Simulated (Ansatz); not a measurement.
Seebeck coefficient (μV/K, mean over directions) of p-type Si (Fd-3m) against carrier density, PBEsol, rigid bands run with Ansatz (a quantum-chemistry and plane-wave program). Computed gap 0.47 eV; densities at which minority carriers matter at this gap, or further valleys turn the trend, are left out. Conductivity mass 0.32 mₑ (harmonic mean over directions), N_v = 3.4e19 cm⁻³ at 300 K.

```
hole density  300 K
------------  -----
1e17 cm⁻³       714
1e18 cm⁻³       516
3e18 cm⁻³       421
1e19 cm⁻³       319
3e19 cm⁻³       229
1e20 cm⁻³         …
3e20 cm⁻³        76
1e21 cm⁻³         …
```

Question: Complete the blanks.

Answer: 
- 1e20 cm⁻³, 300 K: 139
- 1e21 cm⁻³, 300 K: 36

Rigid bands with a gap fixed in temperature, one relaxation time for all states, no polarons or phonon drag, and whether or not such doping can be reached. Spin-orbit coupling is left out; where it splits the top of the valence band, N_v and the p-type Seebeck coefficient come out somewhat high without it.
